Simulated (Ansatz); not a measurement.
**A computed series for LiNbO3: pressure series**

The parent structure is LiNbO3 (space group R3c, No. 161; a = 5.137 Å, c = 13.885 Å (hexagonal axes)).

Cell and atoms are relaxed at each pressure.

The values are results of DFT with r2SCAN, PAW potentials and a 500 eV plane-wave cutoff in Ansatz (a program for electronic structure), no spin-orbit coupling, not measurements.

Notes on the quantities. band gap: an upper bound: an edge found on the path is not a true extremum; the base alone; enthalpy: H = E + PV relative to the base's energy.

| case | band gap | enthalpy | lattice parameter a |
|---|---|---|---|
| base | 4.00 eV | – | 5.137 Å |
| pressure −2 GPa | 3.99 eV | -0.13 eV/atom | 5.172 Å |
| pressure −1 GPa | 3.99 eV | -0.07 eV/atom | 5.154 Å |
| pressure 15 GPa | 4.12 eV | +0.94 eV/atom | … |
| pressure 22.5 GPa | 4.14 eV | +1.38 eV/atom | 4.891 Å |
| pressure 30 GPa | 4.11 eV | +1.80 eV/atom | 4.837 Å |

**Question.** Fill in the withheld entries from the trend.

**Answer.** 
- pressure 15 GPa, lattice parameter a: 4.956 Å

Load acts through the strain it causes; cell and atoms are relaxed under it. Whether these cells are dynamically stable was not tested. Competing high-pressure phases were not computed.
